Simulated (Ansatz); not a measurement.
Start from ZnSe in the zinc blende structure (space group F-43m, No. 216).

```
ZnSe
1.0
    0.00000     2.86651     2.86651
    2.86651     0.00000     2.86651
    2.86651     2.86651     0.00000
Se Zn
1 1
Direct
  0.75000   0.75000   0.75000
  0.00000   0.00000   0.00000
```

Cartesian axes are those of the cell as printed.

Level of theory: PBE, PAW, 420 eV (Ansatz, an electronic-structure program; without spin-orbit coupling), earlier PAW set.

Now apply this change: every lattice vector is shortened by 1.54 %, atoms relaxed at fixed cell.

Task: Predict the stress tensor and what it implies for the stiffness.

Result: Stress of the strained cell less that of the base (GPa, compression positive):
```
   2.93    0.00    0.00
   0.00    2.93    0.00
   0.00    0.00    2.93
```

Then B = −ΔP/(ΔV/V₀) with ΔV/V₀ = -0.0455 gives secant stiffness values (nonlinear terms included at this strain): B ≈ 64 GPa.

As a check, the harmonic strain energy −½ V₀ Δσ:ε is 10.0 meV/atom; the computed energy rise is 9.4 meV/atom.

Stability against distortions was not tested.
